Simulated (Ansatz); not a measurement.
Defect migration in wurtzite CdS: Cd vacancy, charge state -2. Method: PBE, PAW (plane waves to 420 eV; Ansatz, a program for electronic structure).

Cell of 72 host sites held at the relaxed PBE lattice; one k-point at (0.125, 0.250, 0.250); Fermi-Dirac width 0.01 eV, spin-restricted; finite-size errors left in. No zero-point or tunnelling terms. The charge state is imposed; whether it is stable for some Fermi level was not computed. Forms of the defect that were not tried may lie lower.

Barriers: single points on a 2×2×2 k-point mesh shifted by half a step along c at the bands' geometries.

Relaxed starting cell (atoms counted from 1):

```yaml
crystal:
  lattice:
    - [12.58897, 0.00000, 0.00000]
    - [-6.29448, 10.90236, 0.00000]
    - [0.00000, 0.00000, 13.65792]
  atoms:
    - { symbol: Cd, position: [0.22184, 0.11002, 0.75113] }
    - { symbol: Cd, position: [0.21668, 0.43378, 0.24708] }
    - { symbol: Cd, position: [0.22145, 0.44224, 0.75078] }
    - { symbol: Cd, position: [0.21672, 0.78220, 0.24674] }
    - { symbol: Cd, position: [0.22154, 0.77740, 0.75098] }
    - { symbol: Cd, position: [0.55040, 0.11475, 0.24684] }
    - { symbol: Cd, position: [0.55457, 0.11023, 0.75088] }
    - { symbol: Cd, position: [0.55058, 0.43256, 0.24689] }
    - { symbol: Cd, position: [0.55466, 0.44203, 0.75095] }
    - { symbol: Cd, position: [0.55523, 0.77608, 0.24958] }
    - { symbol: Cd, position: [0.55522, 0.77634, 0.75025] }
    - { symbol: Cd, position: [0.89765, 0.11472, 0.24715] }
    - { symbol: Cd, position: [0.88938, 0.11023, 0.75070] }
    - { symbol: Cd, position: [0.88874, 0.44357, 0.24739] }
    - { symbol: Cd, position: [0.88868, 0.44340, 0.75068] }
    - { symbol: Cd, position: [0.89992, 0.78216, 0.24681] }
    - { symbol: Cd, position: [0.88991, 0.77740, 0.75108] }
    - { symbol: Cd, position: [0.11546, 0.21792, 0.49692] }
    - { symbol: Cd, position: [0.11138, 0.22203, 0.00892] }
    - { symbol: Cd, position: [0.11173, 0.55673, 0.49853] }
    - { symbol: Cd, position: [0.11199, 0.55692, 0.00218] }
    - { symbol: Cd, position: [0.11585, 0.89922, 0.49689] }
    - { symbol: Cd, position: [0.11227, 0.89201, 0.00985] }
    - { symbol: Cd, position: [0.43463, 0.21783, 0.49703] }
    - { symbol: Cd, position: [0.44239, 0.22181, 0.00934] }
    - { symbol: Cd, position: [0.44317, 0.55390, 0.49759] }
    - { symbol: Cd, position: [0.44365, 0.55513, 0.00211] }
    - { symbol: Cd, position: [0.44331, 0.89023, 0.49769] }
    - { symbol: Cd, position: [0.44392, 0.88981, 0.00216] }
    - { symbol: Cd, position: [0.77700, 0.22201, 0.49858] }
    - { symbol: Cd, position: [0.77698, 0.22187, 0.00218] }
    - { symbol: Cd, position: [0.77708, 0.55676, 0.49854] }
    - { symbol: Cd, position: [0.77713, 0.55696, 0.00229] }
    - { symbol: Cd, position: [0.77944, 0.89021, 0.49762] }
    - { symbol: Cd, position: [0.77835, 0.88992, 0.00216] }
    - { symbol: S, position: [0.22201, 0.11157, 0.43023] }
    - { symbol: S, position: [0.22196, 0.11166, 0.93796] }
    - { symbol: S, position: [0.22070, 0.44347, 0.43807] }
    - { symbol: S, position: [0.22148, 0.44392, 0.93860] }
    - { symbol: S, position: [0.22108, 0.77798, 0.43801] }
    - { symbol: S, position: [0.22170, 0.77867, 0.93881] }
    - { symbol: S, position: [0.55538, 0.11207, 0.43800] }
    - { symbol: S, position: [0.55488, 0.11146, 0.93866] }
    - { symbol: S, position: [0.55537, 0.44333, 0.43802] }
    - { symbol: S, position: [0.55488, 0.44361, 0.93884] }
    - { symbol: S, position: [0.55526, 0.77763, 0.43892] }
    - { symbol: S, position: [0.55528, 0.77767, 0.93859] }
    - { symbol: S, position: [0.88937, 0.11220, 0.43811] }
    - { symbol: S, position: [0.88902, 0.11154, 0.93851] }
    - { symbol: S, position: [0.88862, 0.44464, 0.43771] }
    - { symbol: S, position: [0.88863, 0.44469, 0.93904] }
    - { symbol: S, position: [0.88988, 0.77804, 0.43799] }
    - { symbol: S, position: [0.88989, 0.77875, 0.93897] }
    - { symbol: S, position: [0.11493, 0.21641, 0.19148] }
    - { symbol: S, position: [0.11056, 0.22150, 0.68784] }
    - { symbol: S, position: [0.11233, 0.55635, 0.18952] }
    - { symbol: S, position: [0.11099, 0.55506, 0.68824] }
    - { symbol: S, position: [0.11831, 0.90211, 0.19242] }
    - { symbol: S, position: [0.11090, 0.88822, 0.68782] }
    - { symbol: S, position: [0.43242, 0.21457, 0.19192] }
    - { symbol: S, position: [0.44422, 0.22140, 0.68795] }
    - { symbol: S, position: [0.44375, 0.55387, 0.18978] }
    - { symbol: S, position: [0.44401, 0.55443, 0.68762] }
    - { symbol: S, position: [0.44419, 0.88807, 0.18972] }
    - { symbol: S, position: [0.44413, 0.88805, 0.68775] }
    - { symbol: S, position: [0.77657, 0.22043, 0.18950] }
    - { symbol: S, position: [0.77739, 0.22147, 0.68827] }
    - { symbol: S, position: [0.77712, 0.55616, 0.18969] }
    - { symbol: S, position: [0.77748, 0.55505, 0.68833] }
    - { symbol: S, position: [0.77793, 0.88830, 0.18978] }
    - { symbol: S, position: [0.77754, 0.88803, 0.68769] }
```
Cell charge -2.

End state 1 differs by these moves (Å; atoms that move under 0.08 Å are left out):

| atom | element | Δx | Δy | Δz |
|---|---|---|---|---|
| 2 | Cd | -0.10 | 0.16 | 0.00 |
| 4 | Cd | -2.01 | 3.46 | 0.00 |
| 6 | Cd | 0.09 | -0.17 | 0.00 |
| 8 | Cd | -0.01 | 0.11 | 0.04 |
| 10 | Cd | -0.09 | 0.05 | -0.03 |
| 12 | Cd | -0.09 | -0.05 | 0.00 |
| 14 | Cd | 0.10 | 0.06 | -0.01 |
| 18 | Cd | -0.07 | 0.06 | 0.02 |
| 19 | Cd | 0.00 | 0.02 | -0.09 |
| 20 | Cd | 0.00 | 0.10 | -0.02 |
| 21 | Cd | 0.00 | 0.02 | 0.10 |
| 22 | Cd | 0.09 | -0.16 | 0.00 |
| 24 | Cd | 0.09 | 0.03 | 0.01 |
| 25 | Cd | 0.02 | 0.00 | -0.10 |
| 28 | Cd | -0.07 | -0.06 | -0.01 |
| 29 | Cd | 0.00 | -0.02 | 0.09 |
| 36 | S | 0.00 | -0.02 | 0.11 |
| 40 | S | 0.01 | 0.00 | -0.11 |
| 54 | S | -0.07 | 0.07 | -0.03 |
| 56 | S | 0.00 | 0.13 | 0.04 |
| 58 | S | 0.08 | -0.21 | -0.01 |
| 60 | S | 0.10 | 0.06 | -0.03 |
| 64 | S | -0.10 | -0.07 | 0.03 |

Question: What is the computed forward and backward barriers to end state 1 (PBE, PAW)?

Answer: forward 0.94 eV, backward 0.94 eV; at the saddle point atom 4 has neighbours S at 2.45, S at 2.83, 2 S at 2.85, S at 2.90 Å. The saddle point's order was not checked.

End state 2 differs by these moves (Å; atoms that move under 0.08 Å are left out):

```csv
atom,element,Δx,Δy,Δz
1,Cd,0.02,0.01,0.10
2,Cd,0.02,0.10,0.00
4,Cd,0.10,-0.03,0.00
7,Cd,0.00,0.01,0.10
9,Cd,0.00,-0.01,0.11
12,Cd,-0.08,-0.04,0.01
16,Cd,-0.10,-0.07,0.01
18,Cd,-0.08,0.05,0.04
19,Cd,0.08,-0.04,-0.18
22,Cd,0.00,-0.09,0.05
23,Cd,-0.01,0.09,-0.19
24,Cd,0.09,0.06,0.05
25,Cd,-1.98,-1.16,3.24
27,Cd,0.10,-0.05,-0.08
29,Cd,0.01,0.10,-0.08
31,Cd,-0.08,-0.04,-0.08
33,Cd,-0.10,-0.07,-0.08
36,S,0.00,0.00,0.10
37,S,0.11,0.07,0.04
43,S,-0.08,0.06,0.03
45,S,-0.01,-0.14,0.04
54,S,-0.08,0.05,-0.06
58,S,-0.01,-0.14,-0.07
60,S,0.11,0.07,-0.17
```

Question: Estimate the forward and backward barriers to end state 2 that PBE, PAW returns for this input.

Answer: forward 0.80 eV, backward 0.80 eV; at the saddle point atom 25 has neighbours S at 2.38, S at 2.45 Å. The saddle point's order was not checked.
